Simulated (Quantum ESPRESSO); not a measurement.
**Equation of state of CsCl-type PdIn (space group 221): energy against volume (Quantum ESPRESSO, PBEsol)**

```yaml
crystal:
  lattice:
    - [3.15564, 0.00000, 0.00000]
    - [0.00000, 3.15564, 0.00000]
    - [0.00000, 0.00000, 3.15564]
  atoms:
    - { symbol: In, position: [0.50000, 0.50000, 0.50000] }
    - { symbol: Pd, position: [0.00000, 0.00000, 0.00000] }
```

Method: PBEsol, GBRV 1.5 ultrasoft (PBESOL) pseudopotentials (plane waves; Quantum ESPRESSO 7.5). Settings: ecutwfc = 52 Ry; ecutrho = 416 Ry; occupations = smearing; smearing = fd; degauss = 0.0036749 Ry; potentials = {In: in_pbesol_v1.4.uspp.F.UPF, Pd: pd_pbesol_v1.4.uspp.F.UPF}; K_POINTS = automatic 18 18 18 0 0 0; conv_thr = 1e-10 Ry. The cell above is the first row's. The rows scale it uniformly. In all rows fractional positions and the k mesh are held. E is the free energy at the stated smearing, counted from the lowest row.

| V (Å^3/atom) | E (meV/atom) |
|---|---|
| 15.712 | ? |
| 16.054 | 31.21 |
| 16.395 | 13.45 |
| 16.737 | 3.36 |
| 17.078 | 0.00 |
| 17.420 | 2.51 |
| 17.761 | 10.14 |
| 18.103 | 22.20 |
| 18.444 | 38.09 |

The 8 complete rows are fitted with the third-order Birch-Murnaghan form, a cubic in V^(-2/3), E against V. With u = V^(-2/3) - 0.150, the rows have u = 0.007137, 0.004950, 0.002832, 0.000791, -0.001189, -0.003100, -0.004956, -0.006749. Least squares gives E = 0.342 - 990.69·u + 712533·u² + 4528763·u³. Residuals (row less fit): -0.002, 0.004, 0.006, -0.006, -0.010, 0.014, -0.002, -0.001; standard error 0.010 (degrees of freedom: 4). Its minimum lies at u = 0.000691, so V0 = (0.150691)^(-3/2) = 17.10. There d²E/du² = 1444000 and d³E/du³ = 2.717e7, so B0 = (4/9) × 17.10^(-7/3) × 1444000 × 0.160218 = 137 GPa (the last factor turns the table's units into GPa), and B0' = 4 + (2/3) × 0.150691 × (2.717e7)/1444000 = 5.9. The program's pressures in the fitted runs (not shown) pass through zero at V = 17.09, 0.04 % from this V0.

Q: What does the fit predict for E at V = 15.712, and how far is the calculated value from it?

A: u = 0.009409, so E = 0.342 - 990.69 × 0.009409 + 712533 × 0.009409² + 4528763 × 0.009409³ = 57.873 meV/atom. The calculation gives 57.67 meV/atom, 0.203 meV/atom below the prediction (0.4 % of the range of E in the table). The row lies outside the fitted rows, so this is an extrapolation. From the scatter of the fitted rows alone, a prediction at this place has a standard error of 0.030 meV/atom, so the miss is 6.9 times that.

Carrying the step between the two nearest rows on in a straight line would have given 49.02, off by 8.65; series whose last step already gives the withheld value aren't shown. The scan was laid around a cell of about the measured size, scaled by a guess for this functional. The runs keep the symmetry of the cell, so they don't test it for distortions. Spin polarisation is off. Cutoffs and mesh are single choices, not tested for convergence of this quantity. Series with a scatter that would blur these digits, or in which a gap closes, are not shown. Nor are scans whose minimum lies at an end fitted in this form.

Terms beyond the fitted order, or numerical noise in single rows, can give a miss of this size; the table doesn't tell which.
